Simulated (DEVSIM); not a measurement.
System: Pt/SiO2/n-Si capacitor, at 250 K.

| layer (left to right) | material | thickness (nm) | Nd (cm⁻³) |
|---|---|---|---|
| 1 | SiO2 | 57.0 | - |
| 2 | Si | 4900 | 1.4e16 |

Metal gate on the left, work function 5.6 eV. Fixed charge at the semiconductor interface -2.7e11 cm⁻² (in units of +e); interface traps 1.5e10 cm⁻² eV⁻¹, uniform in energy, neutral level at 0.3 of the gap above the valence band.

The device is made up for the run: typed textbook-type constants, with dimensions and the other settings drawn at random. Values at 300 K; Nc and Nv go as T^1.5, mobilities as T to minus their exponent, the gap by Varshni's rule with the affinity fixed.

| parameter | SiO2 | Si |
|---|---|---|
| gap (eV) | 9 | 1.124 |
| affinity (eV) | 0.9 | 4.05 |
| permittivity | 3.9 | 11.7 |
| Nc (cm⁻³) | - | 2.86e19 |
| Nv (cm⁻³) | - | 3.1e19 |
| Varshni α (eV/K) | - | 0.000473 |
| Varshni β (K) | - | 636 |

DEVSIM, 1D Poisson equation in equilibrium, Boltzmann statistics, complete ionisation; no quantum confinement or tunnelling. Metal contacts follow the ideal Schottky-Mott rule: no Fermi-level pinning, no interface dipoles.

Base results: flat-band voltage (V) 2.13; capacitance of the dielectric stack (μF/cm²) 0.0606; minimum of the low-frequency capacitance (μF/cm²) 0.0254.

Q: What follows from this one change: gate work function 5.6 → 5.3 eV?

A: flat-band voltage 2.13 → 1.83 V; capacitance of the dielectric stack little changed (0.0606 μF/cm²); minimum of the low-frequency capacitance little changed (0.0256 μF/cm²).

Q: What follows from this one change: SiO2 thickness 0.057 → 0.04 μm?

A: flat-band voltage 2.13 → 1.91 V; capacitance of the dielectric stack 0.0606 → 0.0863 μF/cm²; minimum of the low-frequency capacitance 0.0254 → 0.0296 μF/cm².

Q: What follows from this one change: interface trap density 1.5e+10 → 2e+12 cm^-2 eV^-1?

A: flat-band voltage 2.13 → 5.47 V; capacitance of the dielectric stack little changed (0.0606 μF/cm²); minimum of the low-frequency capacitance 0.0254 → 0.0519 μF/cm².

Q: What follows from this one change: fixed charge -2.7e+11 → -3e+09 cm^-2?

A: flat-band voltage 2.13 → 1.42 V; capacitance of the dielectric stack little changed (0.0606 μF/cm²); minimum of the low-frequency capacitance little changed (0.0256 μF/cm²).
